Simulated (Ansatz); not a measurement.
Terminations of the (0001) surface of hcp Ti, measured from the surface 'clean 1x1'. Atoms come from or go to: Au: fcc Au, Fe: bcc Fe, ferromagnetic, Ga: alpha gallium, Mg: hcp Mg, Pd: fcc Pd, Re: hcp Re, Rh: fcc Rh, Si: silicon, Ta: bcc Ta, Ti: hcp Ti. ΔE is the energy of forming the row's surface from that one (negative: more stable at these reservoirs); the vacuum level's shift is aligned on the shared bottom. No zero-point or thermal terms. These are constructed structures in small cells; real faces may alloy, dewet or reconstruct in larger ones, and not all known structures of the face are among them. Slabs of about 12 Å with all that they carry, Fermi-Dirac smearing of 0.1 eV. Bottom of the slabs: a bare face, its two planes held. Relaxed from the named starts with such symmetry as they have, on meshes of like density; energies extrapolated to zero smearing; no spin-orbit coupling, no U. Spin-polarised runs, if any, are marked in brackets, and their order is one that fits the cell; the others ran without spin. A dash marks a value that is undefined for that row (no clear gap, or no work function of a gapped slab) or was not read reliably on its mesh.

The numbers are results of PBE (plane waves to 420 eV, PAW; Ansatz, a first-principles code), not measurements.

```json
[
 {"surface": "one row in 3 of the top plane missing (2 Ti–Ti bonds formed)", "atoms added per 1x1": "-0.333 Ti", "ΔE per 1x1 (eV)": "0.13", "shift of the vacuum level (eV)": "-0.80", "work function (eV)": "3.59"},
 {"surface": "a layer of Pd in place of the third plane", "atoms added per 1x1": "+1 Pd, -1 Ti", "ΔE per 1x1 (eV)": "___", "shift of the vacuum level (eV)": "0.02", "work function (eV)": "4.42"},
 {"surface": "a pseudomorphic layer of Pd in the other hollow", "atoms added per 1x1": "+1 Pd", "ΔE per 1x1 (eV)": "-1.29", "shift of the vacuum level (eV)": "-0.24", "work function (eV)": "4.14"},
 {"surface": "a layer of Ga in place of the third plane", "atoms added per 1x1": "+1 Ga, -1 Ti", "ΔE per 1x1 (eV)": "___", "shift of the vacuum level (eV)": "0.00", "work function (eV)": "4.42"},
 {"surface": "a pseudomorphic layer of Re in the host's stacking", "atoms added per 1x1": "+1 Re", "ΔE per 1x1 (eV)": "0.62", "shift of the vacuum level (eV)": "0.12", "work function (eV)": "4.51"},
 {"surface": "a layer of Fe in place of the second plane (1 Ti–Ti bonds formed) [spin, 0.8 μB a cell]", "atoms added per 1x1": "+1 Fe, -1 Ti", "ΔE per 1x1 (eV)": "0.01", "shift of the vacuum level (eV)": "-0.19", "work function (eV)": "4.07"},
 {"surface": "a layer of Si in place of the second plane", "atoms added per 1x1": "+1 Si, -1 Ti", "ΔE per 1x1 (eV)": "-0.81", "shift of the vacuum level (eV)": "0.13", "work function (eV)": "4.52"},
 {"surface": "a pseudomorphic layer of Mg in the host's stacking", "atoms added per 1x1": "+1 Mg", "ΔE per 1x1 (eV)": "-0.33", "shift of the vacuum level (eV)": "-0.17", "work function (eV)": "4.21"},
 {"surface": "a layer of Rh in place of the second plane", "atoms added per 1x1": "+1 Rh, -1 Ti", "ΔE per 1x1 (eV)": "-0.83", "shift of the vacuum level (eV)": "-0.25", "work function (eV)": "4.14"},
 {"surface": "one row in 4 of the top plane missing (1 Ti–Ti bonds formed)", "atoms added per 1x1": "-0.25 Ti", "ΔE per 1x1 (eV)": "0.11", "shift of the vacuum level (eV)": "-0.59", "work function (eV)": "3.80"},
 {"surface": "a layer of Au in place of the third plane", "atoms added per 1x1": "+1 Au, -1 Ti", "ΔE per 1x1 (eV)": "___", "shift of the vacuum level (eV)": "-0.03", "work function (eV)": "4.36"},
 {"surface": "a pseudomorphic layer of Ta in the host's stacking", "atoms added per 1x1": "+1 Ta", "ΔE per 1x1 (eV)": "0.43", "shift of the vacuum level (eV)": "0.49", "work function (eV)": "4.88"}
]
```

Task: Some entries are withheld; supply them.

Result: 
- a layer of Pd in place of the third plane, ΔE per 1x1 (eV): -0.86
- a layer of Ga in place of the third plane, ΔE per 1x1 (eV): -0.68
- a layer of Au in place of the third plane, ΔE per 1x1 (eV): -0.44
